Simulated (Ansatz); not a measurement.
## KTaO3, pressure series

Take KTaO$_{3}$ in the cubic perovskite structure (space group Pm-3m, No. 221) as the base.

```xyz
5
Lattice="4.0244 0.0000 0.0000 0.0000 4.0244 0.0000 0.0000 0.0000 4.0244" Properties=species:S:1:pos:R:3 pbc="T T T"
K      0.0000     0.0000     0.0000
Ta     2.0122     2.0122     2.0122
O      0.0000     2.0122     2.0122
O      2.0122     2.0122     0.0000
O      2.0122     0.0000     2.0122
```

Cell and atoms are relaxed at each pressure.

All numbers come from Kohn–Sham DFT with the PBE functional, run in Ansatz (a quantum-chemistry and plane-wave program) with PAW and 420 eV plane waves, without spin-orbit coupling.

Notes on the quantities. enthalpy: H = E + PV relative to the base's energy.

```tsv
variant	smallest direct gap	band gap	volume per atom	enthalpy
base	2.78 eV	2.16 eV	13.04 Å³	–
pressure −2 GPa	2.76 eV	2.14 eV	13.18 Å³	-0.16 eV/atom
pressure −1 GPa	2.77 eV	2.15 eV	…	-0.08 eV/atom
pressure 7 GPa	2.85 eV	2.24 eV	12.59 Å³	+0.56 eV/atom
pressure 15 GPa	2.90 eV	…	12.17 Å³	+1.18 eV/atom
pressure 30 GPa	2.96 eV	2.43 eV	11.54 Å³	+2.29 eV/atom
pressure 50 GPa	2.99 eV	2.54 eV	10.90 Å³	+3.69 eV/atom
pressure 75 GPa	…	2.64 eV	10.29 Å³	+5.34 eV/atom
pressure 100 GPa	2.90 eV	2.71 eV	9.81 Å³	+6.90 eV/atom
```

### Question
What belongs in the blanks?

### Answer

- pressure −1 GPa, volume per atom: 13.11 Å³
- pressure 15 GPa, band gap: 2.32 eV
- pressure 75 GPa, smallest direct gap: 2.97 eV

With Ta present, leaving out spin-orbit coupling can change the band edges. Load acts through the strain it causes; cell and atoms are relaxed under it. No phonon test of stability was made. No other phases were tried under pressure.
